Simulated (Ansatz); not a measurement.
## A constructed model of the (111) surface of fcc Ag, a pseudomorphic layer of Ga in the other hollow (bottom of the slab: a bare face, its two planes held)

Level of theory: PBE (plane waves to 420 eV, PAW; Ansatz, a program for electronic structure).

Model: 7-atom slab, 14.2 Å thick at the start with caps and adatoms, 15x15x1 mesh, Fermi-Dirac 0.1 eV, dipole correction, 2 atoms held, the rest relaxed; start symmetry kept, larger cells not searched; no spin, no spin-orbit, no U. In PBE it is, or lies within 0.01 eV a 1x1 cell of, the lowest of the 2 structures of its composition computed so far; subsurface sites and larger cells were not tried.

- work function of the top face = 4.28 eV
- energy released by relaxation = 0.044 eV
- cost = about 80 core-seconds (a rough figure)
